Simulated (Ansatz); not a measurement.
Ag₂S (Cmcm, No. 63, 6 atoms in the cell; start mp-556225; a measured phase of this formula has another space group), treated with PBEsol in Ansatz (plane waves, PAW).

Settings: plane-wave cutoff 500 eV, 10×6×10 k mesh (along the axes of the cell as run), gaussian smearing 0.02 eV, no spin polarisation, scalar-relativistic PAW data made under PBE.

Cell (relaxed at this level):

Space group Cmcm (No. 63); a = 4.655 Å, b = 6.927 Å, c = 7.207 Å, α = β = γ = 90.00°

| atom | site | symmetry | x | y | z |
|---|---|---|---|---|---|
| Ag | 4c | m2m | 0.0000 | 0.1077 | 0.2500 |
| Ag | 4b | 2/m.. | 0.0000 | 0.5000 | 0.0000 |
| S | 4c | m2m | 0.0000 | 0.7273 | 0.2500 |
(The calculation used a cell of 6 atoms; values per cell refer to that cell.)

Predict the band gap.


* **band gap**: 0.96 eV (on the SCF k mesh)

Note: the relaxation could not lower the start's symmetry, so the cell can be a saddle point above a distorted one.

Spin–orbit coupling is not included.

Computed values are for the static lattice.

Computing time: roughly 8 core-minutes.

A start named mp-… is a Materials Project structure, which need not be a measured phase.

Ansatz is a first-principles code.
